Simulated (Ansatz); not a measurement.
## A self-consistent single point of SrY (P4/mmm, 2 atoms in the cell) with Ansatz

Computed with PBE (plane waves, PAW; Ansatz, a first-principles code).

This input was run:

Ansatz 0.2 input:
```yaml
crystal:
  lattice:
    - [3.810255, 0.000000, 0.000000]
    - [0.000000, 3.810255, 0.000000]
    - [0.000000, 0.000000, 4.994156]
  atoms:
    - { symbol: Sr, position: [0.500000, 0.500000, 0.500000] }
    - { symbol: Y, position: [0.000000, 0.000000, 0.000000] }
kpoints:
  mp_grid: { grid: [9, 9, 7] }
hamiltonian:
  xc: pbe
  pseudopotentials: { kind: paw }
scf:
  occupations: { method: fermi_dirac, width: 0.05 }
output:
  forces: true
  eigenvalues: true
  stress: true
```

Output (repeated stretches shortened):

```
WARN basis.ecutwfc = 420 eV, the default
WARN ansatz: RAYON_NUM_THREADS=1 ignored (pool sized by the plan → 1); use --threads N
Pseudopotentials: kind: paw
Pseudopotential: Sr, paw, valence charge 10
Pseudopotential: Y, paw, valence charge 11
Crystal: 2 atoms, lattice volume = 72.505 Å³
Basis set: ecut = 420 eV, 1401 PW (Γ), exchange–correlation on 54×54×72 points (8 copies of the dense FFT grid, shifted against one another)
Bands: 15, of which v1, the nominal top of the filled ones, is band 11 counted from 1 (10 counted from 0)
Symmetry: 16 space group operations
Space group: P4/mmm (ITA 123), of the structure as read, at distance tolerance 4.2e-5 Å
k-points: 60 of 567
Initial density: superposition of atomic densities (neutral atoms: chi_scale 0, normalization atom), corrected by the library's trained network
Initial wavefunctions: pseudopotential atomic-orbital guess
Eigensolver: davidson
Functional: x = pbe(κ = 0.804, μ = 0.2195149727645171), c = pbe(β = 0.06672455060314922)
SCF iter   1: F=—  HF=-7392.248508 eV  |F-HF|=—  |Δ(HF+E_count)|=         —  Δρ=2.78e-3  dr2=9.55e-3  ethr=1.77e-3  ⟨swp⟩=6.6  Hψ=5763  notcnv=0
all-band conjugate gradients solve this SCF's bands
preconditioner: auto → Kerker (q_TF=auto, 2.219 Å⁻¹)
SCF iter   2: F=—  HF=-7392.248080 eV  |F-HF|=—  |Δ(HF+E_count)|=   4.29e-4  Δρ=1.46e-3  dr2=2.40e-3  ethr=4.55e-5  ⟨swp⟩=2.2  Hψ=1820  notcnv=0
SCF iter   3: F=—  HF=-7392.248074 eV  |F-HF|=—  |Δ(HF+E_count)|=   5.83e-6  Δρ=3.28e-4  dr2=1.06e-4  ethr=1.14e-5  ⟨swp⟩=2.0  Hψ=1047  notcnv=0
SCF iter   4: F=—  HF=-7392.248066 eV  |F-HF|=—  |Δ(HF+E_count)|=   7.78e-6  Δρ=7.79e-5  dr2=4.42e-6  ethr=5.06e-7  ⟨swp⟩=2.2  Hψ=1240  notcnv=0
SCF iter   5: F=—  HF=-7392.248071 eV  |F-HF|=—  |Δ(HF+E_count)|=   4.97e-6  Δρ=3.07e-5  dr2=7.52e-7  ethr=2.11e-8  ⟨swp⟩=1.7  Hψ=1140  notcnv=0
SCF iter   6: F=-7392.248071 eV  HF=-7392.248071 eV  |F-HF|=2.67e-8  |Δ(HF+E_count)|=   7.17e-8  Δρ=7.59e-6  dr2=5.10e-8  ethr=4.76e-10  ⟨swp⟩=4.9  Hψ=4344  notcnv=0
SCF 1 converged in 6 iterations: F = -7392.248071 eV  dr2 = 5.10e-8
SCF converged after 6 iterations
Free energy (F): -7392.248071 eV
Harris-Foulkes:  -7392.248071 eV  (|F-HF|=2.67e-8)
Internal energy: -7392.217061 eV  (E = F + TS)
E sigma→0 (E₀):  -7392.232566 eV
Entropy (-TS):   -0.031010 eV (-15.505 meV/atom)
Fermi energy:    8.374681 eV
--- Per-component energies (eV) ---
  E_band       = -230.336565
  E_kinetic    = 549.551389
  E_local      = -1305.171817  (includes V_loc(G=0)·N_el)
  E_nonlocal   = 253.197843
  E_hartree    = 362.799013
  E_xc         = -345.471839
  E_vxc        = -359.598411  (∫ρ·V_xc dr)
  E_paw        = -5520.116161  (= ΣΔE_a)
  E_vpaw       = -93.911323  (= ΣTr[D̂ρ^β])
  E_aug_tail   = 0.000002  (compensation charges beyond the density's cutoff)
  E_ewald      = -1387.005490
  E_smearing   = -0.031010  (= −TS)
  E_closure    = -0.000000  (closes the sum)
  Σ components = -7392.248071   (vs F -7392.248071, Δ=0.00e0)
--- Forces (eV/Å), atoms counted from 1 ---
  atom   1  Sr    -0.00000000    -0.00000000     0.00000000
  atom   2  Y      0.00000000     0.00000000     0.00000000
  max |Σ_I F_I| component: 1.18e-30 eV/Å
--- Stress (GPa, compression-positive) ---
        2.668989       0.000000       0.000000
        0.000000       2.668989       0.000000
        0.000000       0.000000       3.630033
  P = ⅓ Tr σ = 2.9893 GPa (29.893 kbar)
  The stress holds the Pulay correction. Without it, at fixed plane waves, as pw.x and ABINIT print it: P = 2.9860 GPa
--- Band table (eV; the first three rows and the last of 60) ---
  k-point 0: bands = ["-34.7357", "-26.9971", "-14.7960", "-14.6202", "-14.6202", "-9.0642", "-8.9193", "-8.9193", "4.0543", "7.0665", "7.7432", "10.2535", "10.2535", "11.0950", "11.2089"]
  k-point 1: bands = ["-34.7356", "-26.9972", "-14.7960", "-14.6199", "-14.6199", "-9.0738", "-8.9201", "-8.9201", "4.2315", "7.0700", "7.8286", "10.3120", "10.3120", "10.7392", "10.9378"]
  k-point 2: bands = ["-34.7355", "-26.9973", "-14.7960", "-14.6192", "-14.6192", "-9.0955", "-8.9218", "-8.9218", "4.7350", "6.9193", "8.0649", "10.2135", "10.3487", "10.4750", "10.4750"]
  k-point 59: bands = ["-34.7165", "-26.9537", "-14.7643", "-14.7623", "-14.7617", "-9.2137", "-9.2137", "-9.0275", "7.9058", "8.2118", "8.5299", "8.6250", "8.9968", "9.1299", "10.8558"]
```

The run converged in 6 iterations.

The starting cell was generated: these elements placed on a structure prototype, without a prior relaxation; it need not be a known phase or ordering of this composition. Its lattice was rescaled by a random factor within 2.5 % of one. Ansatz's pressure includes its estimate of the finite-basis (Pulay) stress.
